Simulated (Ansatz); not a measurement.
# A computed series for InP: response to strain

The reference is InP in the zinc blende structure (space group F-43m, No. 216; a = 5.827 Å). Axes: x, y, z lie along the cube axes.

Strains are applied to the cell and any free atomic positions relax.

Level of theory: LDA/PAW in Ansatz (an electronic-structure program), no spin-orbit coupling.

Notes on the quantities. energy relative to the base: free energy F; pressure: mean of the normal stresses, compression positive.

```json
[
 {"change": "base", "band gap": "0.58 eV", "volume per atom": "24.73 Å³", "energy relative to the base": "0 meV/atom", "pressure": "0.00 GPa"},
 {"change": "uniaxial strain ε_zz = −3.00 %", "band gap": "0.64 eV", "volume per atom": "23.99 Å³", "energy relative to the base": "+7.1 meV/atom", "pressure": "2.30 GPa"},
 {"change": "uniaxial strain ε_zz = −1.50 %", "band gap": "?", "volume per atom": "24.36 Å³", "energy relative to the base": "?", "pressure": "?"},
 {"change": "uniaxial strain ε_zz = −0.50 %", "band gap": "0.59 eV", "volume per atom": "24.61 Å³", "energy relative to the base": "+0.2 meV/atom", "pressure": "0.36 GPa"},
 {"change": "uniaxial strain ε_zz = +0.50 %", "band gap": "0.54 eV", "volume per atom": "24.85 Å³", "energy relative to the base": "+0.2 meV/atom", "pressure": "-0.35 GPa"},
 {"change": "uniaxial strain ε_zz = +1.00 %", "band gap": "0.51 eV", "volume per atom": "24.98 Å³", "energy relative to the base": "+0.8 meV/atom", "pressure": "-0.70 GPa"},
 {"change": "uniaxial strain ε_zz = +1.50 %", "band gap": "0.47 eV", "volume per atom": "25.10 Å³", "energy relative to the base": "+1.7 meV/atom", "pressure": "-1.03 GPa"},
 {"change": "uniaxial strain ε_zz = +2.00 %", "band gap": "0.44 eV", "volume per atom": "25.22 Å³", "energy relative to the base": "+3.1 meV/atom", "pressure": "-1.36 GPa"},
 {"change": "uniaxial strain ε_zz = +2.50 %", "band gap": "0.40 eV", "volume per atom": "25.35 Å³", "energy relative to the base": "+4.8 meV/atom", "pressure": "-1.67 GPa"},
 {"change": "uniaxial strain ε_zz = +3.00 %", "band gap": "0.36 eV", "volume per atom": "25.47 Å³", "energy relative to the base": "+6.8 meV/atom", "pressure": "-1.98 GPa"}
]
```

Some entries are withheld; estimate them.


- uniaxial strain ε_zz = −1.50 %, band gap: 0.61 eV
- uniaxial strain ε_zz = −1.50 %, energy relative to the base: +1.8 meV/atom
- uniaxial strain ε_zz = −1.50 %, pressure: 1.11 GPa

Semilocal Kohn–Sham gaps tend to fall short of experiment. Whether these cells are dynamically stable was not tested.
